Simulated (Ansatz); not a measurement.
The starting structures come from a database of crystals and need not be the phases stable at ambient conditions.

By PBEsol, the system below comes out a metal.

Without scattering a metal conducts by its projected Fermi surface.

Data:

```
Ti2CGe
1.0
    5.34734     0.00000     0.00000
    0.00000    12.91561     0.00000
    2.67367     0.00000     1.54365
Ti Ge C
4 2 2
Cartesian
  1.78245   7.61169   0.00000
  3.56490   5.30392   0.00000
  3.56490   1.15388   0.00000
  1.78245  11.76173   0.00000
  1.78245   3.22890   0.00000
  3.56490   9.68671   0.00000
  0.00000   6.45780   0.00000
  0.00000   0.00000   0.00000
```

Space group of this cell: P6_3/mmc. The cell is taken as given; by PBEsol its mean pressure is -4.3 GPa.

The current flows along the normal of the first two printed cell vectors, the (110) plane of the conventional cell. No spin-orbit coupling; the value is a mean over 0.1 eV about the Fermi level.

Q: Predict the ballistic conductance per area from PBEsol run with Ansatz (an electronic-structure program).

A: 0.60 × 10¹⁵ S/m² for both spins.
